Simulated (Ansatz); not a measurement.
Where the default PAW files enter, the runs use the earlier of Ansatz's two default sets.

By LDA and PBEsol, the system below comes out a metal.

```
VN
1.0
    2.91677     0.00000     0.00000
    0.00000     4.12493     0.00000
    1.45838     2.06246     1.45838
V N
1 1
Cartesian
  0.00000   0.00000   0.00000
  0.00000   2.06246   0.00000
```

Space group of this cell: Fm-3m, rock salt. The cell is taken as given; by PBEsol its mean pressure is -11.9 GPa.

The current runs along the normal of the first two printed vectors, the (110) plane. All runs by Ansatz (a quantum-chemistry and plane-wave program), plane waves and PAW, without spin-orbit coupling; the base is PBEsol.

```csv
run,mean pressure (GPa),"G/A, both spins (10¹⁵ S/m²)"
base,-11.9,1.84
all lengths scaled by 0.98,8.3,[?]
all lengths scaled by 1.02,-27.0,[?]
lda in place of pbesol,-19.4,1.84
"lengths across the current scaled by 0.98, ions clamped",1.1,[?]
"lengths along the current scaled by 1.03, ions clamped",-19.8,1.79
```

Q: Complete the blanks.

A: 
- all lengths scaled by 0.98, G/A, both spins (10¹⁵ S/m²): 1.93
- all lengths scaled by 1.02, G/A, both spins (10¹⁵ S/m²): 1.78
- lengths across the current scaled by 0.98, ions clamped, G/A, both spins (10¹⁵ S/m²): 1.90
